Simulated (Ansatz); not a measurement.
Candidates (primitive cells; geometry: relaxed with this functional, without spin-orbit coupling):
A. NbZn₃ (Pm-3m), a = b = c = 3.8772 Å, α = β = γ = 90.00°
B. NiS (P6_3/mmc), a = 3.4051 Å, b = 3.4051 Å, c = 5.0756 Å, α = 90.00°, β = 90.00°, γ = 120.00°
C. PdCu (Pm-3m), a = 2.962 Å, b = 2.962 Å, c = 2.962 Å, α = 90.00°, β = 90.00°, γ = 90.00°
D. ScGe (Cmcm), a = 5.3818 Å, b = 5.3818 Å, c = 3.7385 Å, α = 90.00°, β = 90.00°, γ = 136.69°
E. Mo$_{3}$Si (Pm-3n), a = b = c = 4.860 Å, α = β = γ = 90.00°

### Question
Put the candidates in order of electron-phonon coupling λ, highest first, for Ansatz (a first-principles code) with PBEsol, DFPT electron-phonon coupling, linearised Boltzmann equation.

### Answer
B (0.78), E (0.41), D (0.24), A (0.177), C (0.122)

Metals; harmonic phonons. Halving the electron mesh moves these values by up to 5 %; q meshes are mostly untested. Spin-orbit coupling is left out.

Formula and space group known from diffraction (Crystallography Open Database), not checked to be the room-temperature form: Mo3Si (Pm-3n), NbZn3 (Pm-3m), NiS (P6_3/mmc), PdCu (Pm-3m). Treated as nonmagnetic (a ferromagnetic start lost its moment, other orders weren't tried): NiS (P6_3/mmc).
